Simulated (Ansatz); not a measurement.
Consider BeTe in the zinc blende structure (space group F-43m, No. 216; a = 5.657 Å). Axes: x, y, z lie along the cube axes.

Calculations: r2SCAN in Ansatz (plane waves to 500 eV, PAW, no spin-orbit coupling).

Base values:

| Item | Value |
|---|---|
| Volume per atom | 22.63 Å³ |

One thing is altered: biaxial strain −2.50 %, plane normal [111], relaxed out of plane (Cartesian); in-plane vectors clamped, the third vector and the atoms free.

Problem. Estimate the effect on the in-plane stress and volume per atom.

Solution. The mean in-plane stress (compression positive) comes out as +4.0 GPa; the volume per atom falls by 0.91 Å³, from 22.63 Å³ to 21.72 Å³.

Whether these cells are dynamically stable was not tested.

Ansatz is a program for electronic structure.
